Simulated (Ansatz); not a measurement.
Start from WC (space group P-6m2, No. 187; a = 2.913 Å, c = 2.836 Å; relaxed with 0.1 eV smearing). Axes: x lies along a and z along c of the hexagonal cell.

The values are results of Ansatz (a first-principles code) r2SCAN, no spin-orbit coupling, earlier PAW set, not measurements.

Before the change:

```
Item                            Result
-----------------------------  -------
Shortest interatomic distance  2.200 Å
Band gap                          zero
```

Now apply this change: uniaxial stress, 0.5 GPa compression along x, with the cell and atoms free to relax against it.

Problem. What happens to the strain response, energy relative to the base, shortest interatomic distance and band gap?

Solution. The strain response (xx, yy, zz) amounts to (−0.08, +0.02, +0.01) %; the energy stays essentially unchanged; the shortest interatomic distance is nearly the same (2.200 Å against 2.199 Å); the band gap stays zero.

Beyond what the load breaks, stability against distortions was not tested. All final runs are without spin polarisation.
